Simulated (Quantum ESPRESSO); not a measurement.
A self-consistent single point of BAs (F-43m, 2 atoms in the cell) with Quantum ESPRESSO.

Level of theory: PBE, PSlibrary PAW (PBE) pseudopotentials (plane waves; Quantum ESPRESSO 7.5).

```
BAs
1.0
    0.00000     2.39806     2.39806
    2.39806     0.00000     2.39806
    2.39806     2.39806     0.00000
B As
1 1
Direct
  0.25000   0.25000   0.25000
  0.00000   0.00000   0.00000
```

Reference input (self-consistent single point, DFT, PBE, plane waves, PSlibrary PAW (PBE) pseudopotentials): ecutwfc = 50 Ry; ecutrho = 350 Ry; occupations = fixed; potentials = {B: B.pbe-n-kjpaw_psl.1.0.0.UPF, As: As.pbe-n-kjpaw_psl.1.0.0.UPF}; K_POINTS = automatic 6 6 6 0 0 0; nbnd = 12; conv_thr = 1e-10 Ry; mixing_beta = 0.7. This run's input differs from it in these lines:

```diff
@@ -18,3 +18,3 @@
 &electrons
-  conv_thr = 1.0d-10,
+  conv_thr = 7.3e-04,
   mixing_beta = 0.7,
```

Log, with long lists cut:

```
     Self-consistent Calculation

     iteration #  1     ecut=    50.00 Ry     beta= 0.70

     total energy              =    -187.40893642 Ry
     estimated scf accuracy    <       0.15105091 Ry

     iteration #  2     ecut=    50.00 Ry     beta= 0.70

     total energy              =    -187.44184034 Ry
     estimated scf accuracy    <       0.04670108 Ry

     iteration #  3     ecut=    50.00 Ry     beta= 0.70
     End of self-consistent calculation

     highest occupied, lowest unoccupied level (ev):     8.4444    9.7357

!    total energy              =    -187.45160587 Ry
     estimated scf accuracy    <       0.00072545 Ry

     convergence has been achieved in   3 iterations

     Forces acting on atoms (cartesian axes, Ry/au):

     atom    1 type  1   force =    -0.00000000   -0.00000000    0.00000000
     atom    2 type  2   force =     0.00000000   -0.00000000   -0.00000000

     Total force =     0.000000     Total SCF correction =     0.000000

          total   stress  (Ry/bohr**3)                   (kbar)     P=       17.41
   0.00011834   0.00000000   0.00000000           17.41        0.00        0.00
   0.00000000   0.00011834   0.00000000            0.00       17.41        0.00
   0.00000000   0.00000000   0.00011834            0.00        0.00       17.41

   JOB DONE.
```

The run converged in 3 iterations. Against the reference run the free energy hardly moves (within 1 meV/atom), the pressure goes from 1.94 to 1.74 GPa and the gap on the mesh moves little (1.281 to 1.291 eV).

The starting cell comes from a database of computed structures (which also holds hypothetical and non-ambient phases and stackings), without a prior relaxation at this level. Its lattice was rescaled by a random factor within 2.5 % of one.
